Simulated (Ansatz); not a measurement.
Consider ZrO2 (space group P4_2/nmc, No. 137; a = 3.584 Å, c = 5.177 Å).

It is then changed as follows: a hydrostatic pressure of 2.1 GPa.

Levels (all Ansatz, an electronic-structure program, PAW): PBEsol (420 eV, no SOC); r2SCAN (500 eV, no spin-orbit coupling); HSE06 (420 eV, scalar-relativistic without spin-orbit coupling).

At the geometry relaxed with PBEsol, these levels gave the following band gaps, in shuffled order: (a) 5.73 eV, (b) 4.62 eV, (c) 4.00 eV.

Task: Match each gap to its level.

Result: (a) HSE06; (b) r2SCAN; (c) PBEsol.

Single points use the geometry relaxed with PBEsol. HSE06 was sampled on its mesh, a few special points and the semilocal edge points, so its gap is an upper bound. Load acts through the strain it causes; cell and atoms are relaxed under it. Stability against distortions was not tested. This is not the structure that ZrO2 has at room temperature and ambient pressure.
